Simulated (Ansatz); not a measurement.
Start from AlN in the rock salt structure (space group Fm-3m, No. 225; a = 4.0452 Å; a cell from a computed database, its experimental status unchecked).

Computed with Ansatz (a program for electronic structure), PBEsol, PAW, cutoff 420 eV, no spin-orbit coupling.

Before the change:

The band gap is 4.55 eV and the density is 4.11 g/cm³.

Perturbation: a negative pressure, −1 GPa.

Q: How does this affect the band gap?

A: The band gap decreases by 0.04 eV, from 4.55 eV to 4.51 eV.

Q: What does the calculation give for the density after the change?

A: The density shrinks by 0.016 g/cm³ (4.11 g/cm³ → 4.10 g/cm³).

Load acts through the strain it causes; cell and atoms are relaxed under it. Stability against distortions was not tested. This is not the structure that AlN has at room temperature and ambient pressure.
